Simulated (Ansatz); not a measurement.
The reference is SiC in the wurtzite structure (space group P6_3mc, No. 186; a = 3.076 Å, c = 5.048 Å).

Method: PBEsol/PAW in Ansatz (a program for electronic structure), scalar-relativistic without spin-orbit coupling.

For the base:

* **Electron mass**: 0.26 mₑ along c, 0.43 mₑ across (at K)
* **Band gap**: 2.12 eV
* **Gap character**: indirect, Γ → K
* **Pressure**: 0.00 GPa

Perturbation: an isotropic linear strain of +2.40 %, atoms relaxed at fixed cell.

### Question
What happens to the electron mass, band gap, gap character, energy relative to the base and pressure?

### Answer
The electron mass goes from 0.26 mₑ along c, 0.43 mₑ across (at K) to 0.27 mₑ along c, 0.45 mₑ across (at K); the band gap increases by 0.13 eV (2.12 eV → 2.25 eV); the gap character stays indirect, Γ → K; the energy grows by 35 meV/atom; the pressure (mean of the normal stresses, compression positive) goes from zero to -13.77 GPa.

Masses are band curvatures over ±0.01 Å⁻¹ around the edge. No phonon test of stability was made.
